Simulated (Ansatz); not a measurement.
# A computed series for TiO2: pressure series

The reference is TiO2 in the rutile structure (space group P4_2/mnm, No. 136).

TiO2 is taken in the tetragonal space group P4₂/mnm (No. 136), the rutile structure, Pearson symbol tP6. Lattice parameters: a = b = 4.5967 Å, c = 2.9537 Å, α = β = γ = 90.00°. Ti on 2a has 6 O at 1.948–1.980 Å (octahedral). O on 4f is coordinated by 3 Ti at 1.948–1.980 Å (trigonal planar). (Neighbours: up to the widest gap in distance over summed covalent radii, below 1.35, at either atom; cation-cation and far metal-metal contacts left out.)

Cell and atoms are relaxed at each pressure.

All numbers come from r2SCAN in Ansatz (plane waves to 500 eV, PAW, scalar-relativistic without spin-orbit coupling).

```
P (GPa)  V (Å³/atom)
-------  -----------
-2.00         10.495
-1.01         10.448
0.30          10.388
0.70          10.370
1.50          10.335
3.00          10.271
5.00          10.189
7.51          10.092
10.01         10.000
```

A third-order Birch–Murnaghan fit to these points gives V₀ = 10.40 Å³/atom, B₀ = 230 GPa and B₀′ = 5.1. At pressure 10 GPa the volume is 96.1 % of V₀.

Between the base and pressure 10 GPa the gap moves from 2.22 eV to 2.27 eV, a mean slope of 5.1 meV/GPa.

Load acts through the strain it causes; cell and atoms are relaxed under it. Whether these cells are dynamically stable was not tested. No other phases were tried under pressure. The final runs are not spin-polarised.

Ansatz is an electronic-structure program.
